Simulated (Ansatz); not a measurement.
Seebeck coefficient (μV/K, mean over directions) of n-type Be2C (Fm-3m) against carrier density, PBEsol, rigid bands in Ansatz (a quantum-chemistry and plane-wave program). Computed gap 1.08 eV; densities at which minority carriers matter at this gap, or further valleys turn the trend, are left out. Conductivity mass 0.30 mₑ (harmonic mean over directions), N_c = 1.5e19 cm⁻³ at 300 K.

| electron density | 300 K | 500 K | 800 K |
|---|---|---|---|
| 1e18 cm⁻³ | -446 | -512 | -573 |
| 3e18 cm⁻³ | -353 | -418 | ___ |
| 1e19 cm⁻³ | -253 | -316 | -376 |
| 3e19 cm⁻³ | -168 | -226 | -284 |
| 1e20 cm⁻³ | -91 | -137 | ___ |
| 3e20 cm⁻³ | -46 | -75 | -113 |
| 1e21 cm⁻³ | -21 | -35 | ___ |

Problem. Fill in the missing entries.

Solution. 
- 3e18 cm⁻³, 800 K: -479
- 1e20 cm⁻³, 800 K: -188
- 1e21 cm⁻³, 800 K: -56

Rigid bands with a gap fixed in temperature, one relaxation time for all states, no polarons or phonon drag, and whether or not such doping can be reached. Spin-orbit coupling is left out.

Formula and space group known from diffraction (Crystallography Open Database), not checked to be the room-temperature form: Be2C (Fm-3m).
